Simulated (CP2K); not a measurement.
CP2K run on Ir (Fm-3m, 1 atom in the cell): self-consistent single point.

Computed with CP2K with PBE, GPW, DZVP-MOLOPT-SR-GTH basis, GTH-PBE potentials (GTH_POTENTIALS).

The change in words: lattice scaled by 0.98. Reference geometry:
```
Ir
1.0
    2.71529     0.00000     0.00000
    1.35764     2.35151     0.00000
    1.35764     0.78384     2.21703
Ir
1
Direct
  0.00000   0.00000   0.00000
```

Reference input (self-consistent single point, DFT PBE, GPW, DZVP-MOLOPT-SR-GTH basis, GTH-PBE potentials (GTH_POTENTIALS)): CUTOFF = 500 Ry; REL_CUTOFF = 50 Ry; SMEAR/METHOD = FERMI_DIRAC; ELECTRONIC_TEMPERATURE = 1160.45 K; KPOINTS/SCHEME = MONKHORST-PACK 10 10 10; GAMMA_CENTERED = T; XC_FUNCTIONAL = PBE; Ir/BASIS_SET = DZVP-MOLOPT-SR-GTH; Ir/POTENTIAL = GTH-PBE-q17; METHOD = GPW; EPS_DEFAULT = 1e-10; NGRIDS = 5. This run's input differs from it in these lines:

```diff
@@ -63,4 +63,4 @@
     &CELL
-      ABC 2.71529000 2.71528990 2.71529008
-      ALPHA_BETA_GAMMA 59.99999440 60.00000102 59.99999875
+      ABC 2.66098400 2.66098422 2.66098457
+      ALPHA_BETA_GAMMA 60.00000611 60.00000703 60.00000277
       PERIODIC XYZ
```

Log, with long lists cut:

```
 SCF WAVEFUNCTION OPTIMIZATION

  Step     Update method      Time    Convergence         Total energy    Change
     1 NoMix/Diag. 0.20E+00      -     0.97051260      -106.1108543319 -1.06E+02
     2 Broy./Diag. 0.20E+00      -     0.01721007      -105.7926750849  3.18E-01
     3 Broy./Diag. 0.20E+00      -     0.03698394      -105.5738648927  2.19E-01
     4 Broy./Diag. 0.20E+00      -     0.00474079      -105.4518506857  1.22E-01
     5 Broy./Diag. 0.20E+00      -     0.00042678      -105.4714714396 -1.96E-02
     6 Broy./Diag. 0.20E+00      -     0.00002412      -105.4733086073 -1.84E-03
     7 Broy./Diag. 0.20E+00      -     0.00004145      -105.4735055675 -1.97E-04
     8 Broy./Diag. 0.20E+00      -     0.00000024      -105.4734939266  1.16E-05
  *** SCF run converged in     8 steps ***

  Overlap energy of the core charge distribution:               0.00000000107765
  Self energy of the core charge distribution:               -159.85371533853095
  Core Hamiltonian energy:                                     35.49799939648136
  Hartree energy:                                              29.56397128551508
  Exchange-correlation energy:                                -10.68065844240938
  Electronic entropic energy:                                  -0.00109082827463
  Fermi energy:                                                 0.72854098255910

  Total energy:                                              -105.47349392663828
  Total energy (extrapolated to T->0):                       -105.47294851250096

                     Mulliken Population Analysis

   [... lines left out ...]

 STRESS| Analytical stress tensor [bar]
 STRESS|                        x                   y                   z
 STRESS|      x        3.43206805361E+05   6.57334910985E+00   4.64434956205E+00
 STRESS|      y        6.57334910985E+00   3.43198559469E+05   2.74675949341E+00
 STRESS|      z        4.64434956205E+00   2.74675949341E+00   3.43195199175E+05
 STRESS| 1/3 Trace                                             3.43200188002E+05
```

The run converged in 8 iterations. Against the reference run the free energy goes up by 103 meV/atom and the pressure goes from 7.02 to 34.32 GPa.

The starting cell has typed, rounded lattice constants, without a prior relaxation at this level. For this run, on top of that: lattice scaled by 0.98. Spin polarisation is off. Values carry the incompleteness of an atom-centred basis. With a pressure of about 34 GPa the cell is away from its equilibrium volume at this level.

Cost on one core of a shared machine: roughly 2 min.
